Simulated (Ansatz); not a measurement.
## GaAs, pressure series

Consider GaAs in the zinc blende structure (space group F-43m, No. 216).

```cif
data_AsGa
_chemical_formula_sum 'As1 Ga1'
_space_group_name_H-M_alt 'P 1'
_space_group_IT_number 1
_cell_length_a 4.06309
_cell_length_b 4.06309
_cell_length_c 4.06309
_cell_angle_alpha 60.000
_cell_angle_beta 60.000
_cell_angle_gamma 60.000
loop_
_space_group_symop_operation_xyz
  'x, y, z'
loop_
_atom_site_label
_atom_site_type_symbol
_atom_site_fract_x
_atom_site_fract_y
_atom_site_fract_z
_atom_site_occupancy
As1 As 0.75000 0.75000 0.75000 1
Ga1 Ga 0.00000 0.00000 0.00000 1
```

Cell and atoms are relaxed at each pressure.

Calculations: PBE in Ansatz (plane waves to 420 eV, PAW, without spin-orbit coupling), earlier PAW set.

Base values:

```
Quantity   Result
--------  -------
Band gap  0.16 eV
```

### Question
The aim is a band gap between 0.37 eV and 0.43 eV. Which of these changes reaches it?
A) pressure 30 GPa
B) pressure 4.5 GPa
C) pressure 2.1 GPa

### Answer
C, pressure 2.1 GPa. It gives 0.40 eV; pressure 4.5 GPa gives 0.63 eV; pressure 30 GPa gives 0.97 eV. Changes not listed may reach it too

Load acts through the strain it causes; cell and atoms are relaxed under it. Whether these cells are dynamically stable was not tested. Measured, GaAs leaves this structure (for a Cmcm phase) near 15 GPa (room temperature; as listed in arXiv:1906.07825). A zero or small gap of GaAs can be the functional's error rather than a property of the material.

Ansatz is a quantum-chemistry and plane-wave program.
